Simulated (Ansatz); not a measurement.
An Ansatz (a quantum-chemistry and plane-wave program) input (PBEsol (Ansatz; PAW; 420 eV plane waves; without spin-orbit coupling)):

Ansatz 0.2 input:
```yaml
crystal:
  lattice:
    - [4.9451429074, 0, 0]
    - [0, 4.9451429074, 0]
    - [0, 0, 4.9451429074]
  atoms:
    - { symbol: Ca, position: [0, 0, 0] }
    - { symbol: Sn, position: [0.5, 0.5, 0.5] }
    - { symbol: S, position: [0, 0.5, 0.5] }
    - { symbol: S, position: [0.5, 0.5, 0] }
    - { symbol: S, position: [0.5, 0, 0.5] }
basis: { ecutwfc: 420, ecutrho_ratio: 4, xc_grid: 2, fft_grid_basis: typed }
kpoints: { mp_grid: { grid: [10, 10, 10] } }
hamiltonian:
  xc: pbesol
  dispersion: none
  pseudopotentials: { kind: paw }
scf: { occupations: { method: fermi_dirac, width: 0.05 }, convergence: { dr2_threshold: 0.0000000005 } }
output: { forces: true, stress: true }
```

Q: Which symmetry and how many k-points will the program report, and about how many plane waves at Γ?

A: Space group Pm-3m (ITA 221) with 48 operations, k-points 56 of 1000, and 2373 plane waves at Γ.

Whether these cells are dynamically stable was not tested. All final runs are without spin polarisation. The cell is CaSnS$_{3}$ in the cubic perovskite structure (space group Pm-3m, No. 221; a model cell, its experimental status unchecked). Many cubic perovskites are stable only at high temperature; tilts and polar distortions were not tested.
